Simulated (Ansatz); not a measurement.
Results of LDA (Ansatz, an electronic-structure program, PAW) for ZrSi₂ (Cmcm, No. 63).

Numerical settings: plane-wave cutoff 520 eV, 16×16×16 k mesh, Fermi–Dirac smearing 0.057 eV (set by the program), scalar-relativistic PAW data made under PBE.

Computed at the level's own relaxed cell.

Hill averages of the elastic tensor: K = 140.5 GPa, G = 106.7 GPa. Volume 16.017 Å³/atom, mean atomic mass 49.132 u.

### Question
Work out the density, the sound velocities of a polycrystal and the elastic Debye temperature at this level.

### Answer
ρ = 1.66054 × 49.132/16.017 = 5.094 g/cm³. v_l = √[(K + 4G/3)/ρ] = 7.450 km/s and v_t = √(G/ρ) = 4.577 km/s. The mean follows from 3/v_m³ = 1/v_l³ + 2/v_t³: v_m = 5.051 km/s. Θ_D = (ħ/k_B) v_m (6π²/V)^(1/3) = 76.38 K Å s/km × 5.051 × 1.5463 Å⁻¹ = 597 K, counting all atoms of the cell.

Note: the relaxation could not lower the start's symmetry, so the cell can be a saddle point above a distorted one.
